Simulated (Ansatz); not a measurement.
Point defect Er_Al in corundum

These are PBE, PAW (plane waves to 420 eV; Ansatz, an electronic-structure program) values and carry that method's errors. Cell: 120 sites, 2×2×1 repeats of a cell of 30 atoms; final energies on a 2×2×2 Γ-centred mesh. Site at the start: the Al site. Charged cells carry a point-charge image correction with potential alignment at far atoms. Dielectric constants: PBE linear response of the host. Host gap at this level: 5.85 eV. Finite-size and sampling errors can reach tenths of an eV here. Levels are measured in PBE's own, too narrow, gap. Spin–orbit coupling is left out, and no Hubbard U is applied to the open shells. Each state is the lowest found from its start.

Charges with a result: +1, 0, −1. Others weren't obtained, and one of them could lie lower, also by skipping a charge.

```tsv
charge	moment (μB)	point group	largest move off a lattice site (Å)	image correction with alignment (eV)
+1	4.0	C3	0.24	0.44
0	3.0	C3	0.30	0.00
−1†	fractional	–	0.35	-0.09
```

† Not settled in this cell, so no level is given: charge −1: fractional moment, carriers not clearly localised.

Point groups are those of the whole cell at tolerances of 0.03 and 0.1 Å ("near" where only the looser one holds); none is given for unsettled states.

Transition levels above the valence-band maximum: ε(+1/0) = 0.71 eV. With a charge missing or unsettled, these needn't be thermodynamic levels.

Flagged in the runs: a host whose relaxation on this sampling wasn't shown to rest, a strain field that reaches the edge of the cell.

All states together cost about 6 core-hours (a rough figure).
